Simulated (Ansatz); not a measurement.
Pressure series in CaMnO3

The reference is CaMnO3 in the cubic perovskite structure (space group Pm-3m, No. 221; a = 3.7186 Å; ferromagnetic; a cell from a computed database, its experimental status unchecked).

Cell and atoms are relaxed at each pressure.

Method: DFT with PBEsol, PAW potentials and a 420 eV plane-wave cutoff in Ansatz (a quantum-chemistry and plane-wave program), no spin-orbit coupling.

Notes on the quantities. enthalpy: H = E + PV relative to the base's energy.

```csv
change,enthalpy,volume per atom
base,–,10.28 Å³
pressure −2 GPa,-0.13 eV/atom,10.39 Å³
pressure −1 GPa,-0.06 eV/atom,10.34 Å³
pressure 0.3 GPa,+0.02 eV/atom,10.27 Å³
pressure 0.7 GPa,+0.04 eV/atom,10.25 Å³
pressure 1.5 GPa,+0.10 eV/atom,10.21 Å³
pressure 3 GPa,+0.19 eV/atom,10.13 Å³
pressure 5 GPa,+0.32 eV/atom,10.04 Å³
pressure 7.5 GPa,+0.47 eV/atom,9.92 Å³
pressure 10 GPa,+0.63 eV/atom,9.82 Å³
```

Load acts through the strain it causes; cell and atoms are relaxed under it. Whether these cells are dynamically stable was not tested. No other phases were tried under pressure. No Hubbard U is applied and the magnetic state is the run's own (CaMnO3 ferromagnetic); other magnetic orders, which need larger cells, were not tried and can change the gap. Many cubic perovskites are stable only at high temperature; tilts and polar distortions were not tested.
